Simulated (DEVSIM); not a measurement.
Si n-i-p diode

System: Si n-i-p diode, at 300 K.

```csv
layer (left to right),material,thickness (μm),Nd (cm⁻³),Na (cm⁻³),τn (s),τp (s)
1,Si,1.80,1e18,-,2.1e-7,2.1e-7
2,Si,2.20,-,1.4e12,2.1e-7,2.1e-7
3,Si,2.90,-,1e19,2.1e-7,2.1e-7
```

Left contact: ohmic. Right contact: ohmic. Voltage is applied to the left contact. Recombination: SRH at mid-gap, radiative. Mobility is μmin + (μ − μmin)/(1 + (N/Nref)^α).

This is a model device: material constants are rounded textbook-type values typed into the input, and sizes, dopings and lifetimes were drawn at random. Values at 300 K.

```csv
parameter,Si
gap (eV),1.124
affinity (eV),4.05
permittivity,11.7
Nc (cm⁻³),2.86e19
Nv (cm⁻³),3.1e19
μn (cm²/Vs),1417
μp (cm²/Vs),470
"μn,min",52
"μp,min",45
"Nref,n",9.7e16
"Nref,p",2.2e17
αn,0.68
αp,0.72
B (cm³/s),4.7e-15
```

Model (solved in DEVSIM): 1D drift-diffusion, Boltzmann statistics, complete ionisation; no tunnelling, impact ionisation, image-force lowering or self-heating.

```yaml
potential_step_across_the_device_at_zero_bias: 1.008 V
Dark forward voltage at 1 A/cm²: 0.704 V
Dark forward voltage at 100 A/cm²: 0.854 V
```

Dark forward current:

(V (V), J (A/cm²)): (-0.05, -2.2e-7); (-0.10, -8.3e-7); (-0.15, -2.7e-6); (-0.20, -8.2e-6); (-0.25, -2.6e-5); (-0.30, -8.3e-5); (-0.35, -0.00028); (-0.40, -0.00097); (-0.45, -0.0034); (-0.50, -0.011); (-0.55, -0.033); (-0.60, -0.095); (-0.65, -0.28); (-0.70, -0.91); (-0.75, -3.5); (-0.80, -16); (-0.85, -88); (-0.90, -480); (-0.95, -2100)

Small-signal capacitance in reverse bias (quasi-static):

```tsv
V (V)	C (nF/cm²)
0.1	5.39
0.25	5.25
0.5	5.11
0.75	5.03
1	4.97
1.5	4.90
2	4.86
2.5	4.83
3.25	4.80
4	4.78
5	4.77
```
